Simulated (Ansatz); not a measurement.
Base system: PbSe in the rock salt structure (space group Fm-3m, No. 225).

```
CELL_PARAMETERS angstrom
      0.00000     3.05080     3.05080
      3.05080     0.00000     3.05080
      3.05080     3.05080     0.00000
ATOMIC_POSITIONS crystal
  Pb 0.00000 0.00000 0.00000
  Se 0.50000 0.50000 0.50000
```

All numbers come from PBEsol (Ansatz, a quantum-chemistry and plane-wave program), no spin-orbit coupling.

Before the change:

The pressure is 0.00 GPa and the band gap is 0.17 eV.

Modification: the cell is scaled by 0.9950 in all directions, atoms relaxed at fixed cell.

**Question.** Estimate the effect on the pressure.

**Answer.** The pressure goes from zero to 0.83 GPa.

**Question.** What happens to the energy relative to the base?

**Answer.** The energy rises by 1.1 meV/atom.

**Question.** What does the calculation give for the band gap after the change?

**Answer.** The band gap drops by 0.053 eV (0.17 eV → 0.11 eV).

Spin-orbit coupling, missing from the scalar runs, can matter with Pb. The cells carry an imposed strain or load. Stability against distortions was not tested. The zero or small gap of PbSe can change with the level of theory.
